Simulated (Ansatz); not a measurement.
Results of rVV10 (plane waves, PAW; Ansatz, a quantum-chemistry and plane-wave program) for CsCl-type CoAl.

The input as run:

Ansatz 0.2 input:
```yaml
crystal:
  lattice:
    - [2.8581584072, 0.0, 0.0]
    - [0.0, 2.8581584072, 0.0]
    - [0.0, 0.0, 2.8581584072]
  atoms:
    - { symbol: Al, position: [0.5, 0.5, 0.5] }
    - { symbol: Co, position: [0.0, 0.0, 0.0] }
basis:
  ecutwfc: 520
  ecutrho_ratio: 4
  xc_grid: 2
kpoints:
  mp_grid: { grid: [20, 20, 20] }
hamiltonian:
  xc: { exchange: rpw86, correlation: pbe }
  dispersion: rvv10
  pseudopotentials: { kind: paw }
scf:
  occupations: { method: fermi_dirac, width: 0.05 }
  convergence: { dr2_threshold: 0.0000000002 }
output:
  forces: true
  stress: true
  eigenvalues: true
```

Excerpt of the program's output:

```
Crystal: 2 atoms, lattice volume = 23.348 Å³
Basis set: ecut = 520 eV, 619 PW (Γ), exchange–correlation on 48×48×48 points (8 copies of the dense FFT grid, shifted against one another)
Bands: 14, of which v1, the nominal top of the filled ones, is band 10 counted from 1 (9 counted from 0)
Symmetry: 48 space group operations
Space group: Pm-3m (ITA 221), of the structure as read, at distance tolerance 2.9e-5 Å
k-points: 286 of 8000
Functional: x = rpw86, c = pbe(β = 0.06672455060314922) + rvv10(b = 6.3, C = 0.0093)
SCF iter   1: F=—  HF=-5698.495250 eV  |F-HF|=—  |Δ(HF+E_count)|=         —  Δρ=2.54e-2  dr2=1.02e-1
SCF iter   2: F=—  HF=-5698.485839 eV  |F-HF|=—  |Δ(HF+E_count)|=   9.41e-3  Δρ=1.14e-2  dr2=2.46e-2
  ...
SCF iter   6: F=—  HF=-5698.482733 eV  |F-HF|=—  |Δ(HF+E_count)|=   8.19e-7  Δρ=2.62e-6  dr2=8.16e-10
SCF iter   7: F=-5698.482733 eV  HF=-5698.482733 eV  |F-HF|=6.55e-11  |Δ(HF+E_count)|=  7.00e-10  Δρ=6.36e-7  dr2=7.71e-11
SCF 1 converged in 7 iterations: F = -5698.482733 eV  dr2 = 7.71e-11
SCF converged after 7 iterations
Free energy (F): -5698.482733 eV
Internal energy: -5698.475873 eV  (E = F + TS)
E sigma→0 (E₀):  -5698.479303 eV
Fermi energy:    14.383830 eV
--- Forces (eV/Å), atoms counted from 1 ---
  atom   1  Al     0.00000000    -0.00000000    -0.00000000
  atom   2  Co    -0.00000000    -0.00000000    -0.00000000
--- Stress (GPa, compression-positive) ---
        0.002023       0.000000       0.000000
        0.000000       0.002023       0.000000
        0.000000       0.000000       0.002023
  P = ⅓ Tr σ = 0.0020 GPa (0.020 kbar)
```

The PAW data were made under PBE.
